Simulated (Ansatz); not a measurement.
Output of an Ansatz run (abridged):

```
WARN ansatz: RAYON_NUM_THREADS=1 ignored (pool sized by the plan → 1); use --threads N
Pseudopotentials: kind: paw
Pseudopotential: Sr, paw, valence charge 10
Pseudopotential: Ga, paw, valence charge 13
Pseudopotential: Si, paw, valence charge 4
Crystal: 4 atoms, lattice volume = 118.784 Å³
Basis set: ecut = 420.4159175005146 eV, 2319 PW (Γ)
Bands: 23, of which v1, the nominal top of the filled ones, is band 19 counted from 1 (18 counted from 0)
Symmetry: 4 space group operations
Space group: Amm2 (ITA 38), of the structure as read, at distance tolerance 4.9e-5 Å
k-points: 27 of 125 (time reversal used)
PAW frozen core: Sr, regenerated for the run's functional, and the local potential with it
PAW frozen core: Ga, regenerated for the run's functional, and the local potential with it
PAW frozen core: Si, regenerated for the run's functional, and the local potential with it
Initial density: superposition of atomic densities (neutral atoms: chi_scale 0, normalization atom), corrected by the library's trained network
Initial wavefunctions: pseudopotential atomic-orbital guess
Eigensolver: davidson
Functional: x = slater, c = lda
SCF iter   1: F=—  HF=-11206.171866 eV  |F-HF|=—  |Δ(HF+E_count)|=         —  Δρ=4.84e-3  dr2=1.73e-2  ethr=1.77e-3  ⟨swp⟩=8.8  Hψ=3611  notcnv=0
all-band conjugate gradients solve this SCF's bands
preconditioner: auto → Kerker (q_TF=auto, 2.246 Å⁻¹)
SCF iter   2: F=—  HF=-11206.169603 eV  |F-HF|=—  |Δ(HF+E_count)|=   2.26e-3  Δρ=2.64e-3  dr2=6.66e-3  ethr=4.68e-5  ⟨swp⟩=2.7  Hψ=1293  notcnv=0
SCF iter   3: F=—  HF=-11206.168286 eV  |F-HF|=—  |Δ(HF+E_count)|=   1.32e-3  Δρ=4.79e-4  dr2=5.55e-4  ethr=1.80e-5  ⟨swp⟩=2.5  Hψ=1118  notcnv=0
SCF iter   4: F=—  HF=-11206.168233 eV  |F-HF|=—  |Δ(HF+E_count)|=   5.27e-5  Δρ=2.64e-4  dr2=1.20e-4  ethr=1.50e-6  ⟨swp⟩=2.0  Hψ=895  notcnv=0
SCF iter   5: F=—  HF=-11206.168164 eV  |F-HF|=—  |Δ(HF+E_count)|=   6.91e-5  Δρ=1.35e-4  dr2=3.08e-5  ethr=3.23e-7  ⟨swp⟩=2.0  Hψ=892  notcnv=0
SCF iter   6: F=—  HF=-11206.168158 eV  |F-HF|=—  |Δ(HF+E_count)|=   6.34e-6  Δρ=4.35e-5  dr2=4.90e-6  ethr=8.32e-8  ⟨swp⟩=2.3  Hψ=981  notcnv=0
SCF iter   7: F=—  HF=-11206.168157 eV  |F-HF|=—  |Δ(HF+E_count)|=   9.17e-7  Δρ=8.72e-6  dr2=2.78e-7  ethr=1.32e-8  ⟨swp⟩=2.0  Hψ=718  notcnv=0
SCF iter   8: F=-11206.168157 eV  HF=-11206.168157 eV  |F-HF|=1.22e-8  |Δ(HF+E_count)|=   3.40e-8  Δρ=3.26e-6  dr2=2.38e-8  ethr=2.70e-10  ⟨swp⟩=7.7  Hψ=3203  notcnv=0
SCF 1 converged in 8 iterations: F = -11206.168157 eV  dr2 = 2.38e-8
SCF converged after 8 iterations
Free energy (F): -11206.168157 eV
Harris-Foulkes:  -11206.168157 eV  (|F-HF|=1.22e-8)
Internal energy: -11206.157766 eV  (E = F + TS)
E sigma→0 (E₀):  -11206.162961 eV
Entropy (-TS):   -0.010391 eV (-2.598 meV/atom)
Fermi energy:    6.972380 eV
--- Per-component energies (eV) ---
  E_band       = -269.728141
  E_kinetic    = 644.087466
  E_local      = -3698.584934  (includes V_loc(G=0)·N_el)
  E_nonlocal   = 862.730559
  E_hartree    = 1423.856477
  E_xc         = -465.321500
  E_vxc        = -427.346325  (∫ρ·V_xc dr)
  E_paw        = -7589.905909  (= ΣΔE_a)
  E_vpaw       = -498.324081  (= ΣTr[D̂ρ^β])
  E_aug_tail   = -0.000119  (compensation charges beyond the density's cutoff)
  E_ewald      = -2385.420888
  E_core_change = 2.401081  (= ΣΔE_core)
  E_smearing   = -0.010391  (= −TS)
  E_closure    = -0.000000  (closes the sum)
  Σ components = -11206.168157   (vs F -11206.168157, Δ=0.00e0)
--- Forces (eV/Å), atoms counted from 1 ---
  atom   1  Sr     0.00000000     0.00000000    -0.26404143
  atom   2  Sr     0.00000000     0.00000000     0.17067082
  atom   3  Ga     0.00000000     0.00000000     0.13641349
  atom   4  Si     0.00000000     0.00000000    -0.04303172
  max |Σ_I F_I| component: 1.12e-5 eV/Å
--- Stress (GPa, compression-positive) ---
       -3.128209       0.000000       0.000000
        0.000000      -3.434943       0.000000
        0.000000       0.000000      -3.015715
  P = ⅓ Tr σ = -3.1930 GPa (-31.930 kbar)
  The stress holds the Pulay correction. Without it, at fixed plane waves, as pw.x and ABINIT print it: P = -3.2050 GPa
--- Band table (eV; the first three rows and the last of 27) ---
  k-point 0: bands = ["-28.4369", "-28.3733", "-10.6226", "-10.5255", "-10.4730", "-10.4232", "-10.3424", "-10.3402", "-7.3658", "-7.3444", "-7.3416", "-7.3247", "-7.3202", "-1.4800", "2.7168", "5.4197", "5.9533", "6.3275", "7.1736", "8.4740", [...]
  k-point 1: bands = ["-28.4352", "-28.3741", "-10.6146", "-10.5485", "-10.4644", "-10.4433", "-10.3471", "-10.3457", "-7.3644", "-7.3454", "-7.3380", "-7.3271", "-7.3181", "-1.3062", "2.8436", "4.6766", "6.2222", "6.3565", "7.1047", "8.1863", [...]
  k-point 2: bands = ["-28.4324", "-28.3754", "-10.6195", "-10.5824", "-10.4510", "-10.4476", "-10.3612", "-10.3600", "-7.3621", "-7.3458", "-7.3333", "-7.3288", "-7.3171", "-1.0138", "3.0642", "4.2265", "5.8711", "6.0308", "6.9413", "8.5603", [...]
  k-point 26: bands = ["-28.4269", "-28.3721", "-10.6316", "-10.6079", "-10.5252", "-10.4357", "-10.3798", "-10.3727", "-7.3577", "-7.3456", "-7.3370", "-7.3274", "-7.3121", "-0.0258", "1.5077", "4.3761", "5.3635", "6.2120", "7.0158", "8.2636", [...]
```

The structure:

```xyz
4
Lattice="4.2436 0.0000 0.0000 0.0000 2.3685 5.9091 0.0000 -2.3685 5.9091" Properties=species:S:1:pos:R:3 pbc="T T T"
Sr     2.1218     0.0000     7.6047
Sr     0.0000     0.0000     4.2401
Ga     2.1218     0.0000    11.0902
Si     0.0000     0.0000     0.7515
```

Reconstruct the input of this run.

Other spellings and defaults could give the same log, and not every line can be read from it. The input that was run (DFT, LDA (PW92), plane waves, default PAW files made with PBE):

Ansatz 0.2 input:
```yaml
crystal:
  lattice:
    - [4.24356300, 0.00000000, 0.00000000]
    - [0.00000000, 2.36849900, 5.90911900]
    - [0.00000000, -2.36849900, 5.90911900]
  atoms:
    - { symbol: Sr, position_ang: [2.12178150, 0.00000000, 7.60469342] }
    - { symbol: Sr, position_ang: [0.00000000, -0.00000000, 4.24014743] }
    - { symbol: Ga, position_ang: [2.12178150, -0.00000000, 11.09023454] }
    - { symbol: Si, position_ang: [0.00000000, -0.00000000, 0.75152175] }
basis:
  ecutwfc: 30.9 Ry
kpoints:
  mp_grid:
    grid: [5, 5, 5]
hamiltonian:
  xc: lda
  pseudopotentials:
    kind: paw
scf:
  occupations:
    method: gaussian
    width: 0.0073 Ry
output:
  forces: true
  eigenvalues: true
  stress: true
```

The starting cell comes from a database of computed structures (which also holds hypothetical and non-ambient phases and stackings), without a prior relaxation at this level. Its lattice was rescaled by up to half a per cent. One atom was moved a little off its site on purpose. With a pressure of about -3 GPa the cell is away from its equilibrium volume at this level. Ansatz's pressure includes its estimate of the finite-basis (Pulay) stress.

Ansatz is a quantum-chemistry and plane-wave program.
